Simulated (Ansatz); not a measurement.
**rock-salt TaN (0 0 1) on zinc-blende GaSb (0 0 1) (film strained to the substrate, started from cuts of the bulks and a machine-learned relaxation; slabs Ga5Sb6 and N12Ta12, which can lie off the formulas)**

A periodic stack without vacuum, rock-salt TaN (0 0 1) on zinc-blende GaSb (0 0 1) (film strained to the substrate, started from cuts of the bulks and a machine-learned relaxation; slabs Ga5Sb6 and N12Ta12, which can lie off the formulas): substrate slab Ga5Sb6, film N12Ta12, surface cells [[1, 0], [1, 1]] and [[0, -1], [2, 1]], film strained by -0.5 and -0.5 %, outermost planes Sb/Sb and NTa/NTa as cut, which need not be the usual terminations and can put a slab off its formula.

The start was prepared with a machine-learned potential, and the result is one local minimum, with the in-plane cell held and forces under 0.04 eV/Å; the film can end far from its bulk form.

All values below come from PBE (plane waves to 420 eV, PAW; Ansatz, a quantum-chemistry and plane-wave program). Spin–orbit coupling is left out; the runs are not spin-polarised. Its k-point mesh 7×7×1, Fermi–Dirac width 0.05 eV.

The interface area comes out as 19.3 Å² and the period is 32.02 Å. The heights between the nearest atoms of the two slabs at the two interfaces comes out as 2.78 and 2.27 Å and the Sb–Ta contacts across the interfaces within 1.22 times the sum of covalent radii comes out as 5, mean 3.15 Å. The slope of the mean potential energy in the substrate is +2.1 MV/cm × e.

```
CELL_PARAMETERS angstrom
      4.39078     0.00104    -0.13938
     -0.00076     4.39334     0.01257
     -3.20283     0.45473    32.13688
ATOMIC_POSITIONS crystal
  Ga 0.16128 0.00637 0.18506
  Ga 0.56763 0.47934 0.08840
  Ga 0.35108 0.97859 0.37894
  Ga 0.75588 0.48987 0.28202
  Ga 0.94361 0.47166 0.47632
  Sb 0.11392 0.51246 0.13629
  Sb 0.50981 0.99699 0.03678
  Sb 0.30257 0.48474 0.33028
  Sb 0.70812 0.99620 0.23337
  Sb 0.49045 0.46010 0.52350
  Sb 0.89773 0.97638 0.42726
  N  0.64741 0.49002 0.67959
  N  0.16428 0.89875 0.68002
  N  0.08545 0.45900 0.61021
  N  0.59048 0.95026 0.61360
  N  0.78280 0.40901 0.81733
  N  0.29129 0.94185 0.81476
  N  0.22651 0.44881 0.75476
  N  0.72726 0.91115 0.75512
  N  0.93015 0.42859 0.96537
  N  0.41610 0.89933 0.95116
  N  0.37415 0.37944 0.89436
  N  0.85292 0.93018 0.89572
  Ta 0.14602 0.41341 0.67968
  Ta 0.66757 0.97354 0.68295
  Ta 0.58715 0.44603 0.61103
  Ta 0.09148 0.96478 0.61628
  Ta 0.28898 0.44198 0.82536
  Ta 0.80262 0.91288 0.82487
  Ta 0.71853 0.41001 0.74634
  Ta 0.21839 0.95103 0.74709
  Ta 0.42288 0.41501 0.96037
  Ta 0.93366 0.92704 0.96602
  Ta 0.87358 0.43015 0.89577
  Ta 0.34394 0.88413 0.88535
```
